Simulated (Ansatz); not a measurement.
Consider B in the diamond structure (space group Fd-3m, No. 227; a = 4.0326 Å; a hypothetical phase, not in the database extracts checked; relaxed with 0.1 eV smearing). Axes: x, y, z lie along the cube axes.

Computed with plane-wave PAW DFT at the PBEsol level (Ansatz, a quantum-chemistry and plane-wave program, 420 eV), without spin-orbit coupling.

Strains are applied to the cell and any free atomic positions relax.

One change was made to it. Results:

| quantity | base | after |
|---|---|---|
| energy relative to the base (free energy F) | 0 meV/atom | +2.5 meV/atom |
| pressure | 0.0 GPa | -4.1 GPa |

Problem. Which change produced these results?
A. isotropic strain +0.78 %
B. uniaxial strain ε_xx = +3.65 %
C. strain tensor (xx, yy, zz, yz, xz, xy) = (−0.53, +1.03, +0.88, −0.13, +0.46, −0.02) %
D. isotropic strain +0.15 %

Solution. A, isotropic strain +0.78 %. For comparison, the pressure in the other runs: isotropic strain +0.15 % gives -0.8 GPa; strain tensor (xx, yy, zz, yz, xz, xy) = (−0.53, +1.03, +0.88, −0.13, +0.46, −0.02) % gives -2.5 GPa; uniaxial strain ε_xx = +3.65 % gives -6.3 GPa.

Stability against distortions was not tested.
